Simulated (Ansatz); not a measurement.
```
SrO
1.0
    0.00000     2.53210     2.53210
    2.53210     0.00000     2.53210
    2.53210     2.53210     0.00000
O Sr
1 1
Direct
  0.00000   0.00000   0.00000
  0.50000   0.50000   0.50000
```

The cell is fixed at its relaxed static size. Melting and transitions to other phases are not modelled. An odd repeat of the supercell leaves out some zone-boundary points, where instabilities often lie.

Question: Estimate each atom's mean-square displacement (sum over three axes) at 1500 K from path-integral sampling on the energy surface fitted in the stochastic self-consistent harmonic approximation in a 3×3×3 supercell, DFT at the LDA level (Ansatz, a first-principles code).

Answer: O1 0.092 Å², Sr2 0.073 Å². Waves longer than the supercell are missing, so the values are low for an infinite crystal. Over all wave vectors of the supercell the softest harmonic mode is 99 cm⁻¹ at q = (0.00, 0.00, 0.33); the softest of the Hessian is 99 cm⁻¹ at q = (0.00, 0.00, 0.33) at 300 K (error under 1; the run's verdict: stable), 95 cm⁻¹ at q = (0.00, 0.00, 0.33) at 1500 K (error under 1; the run's verdict: stable).
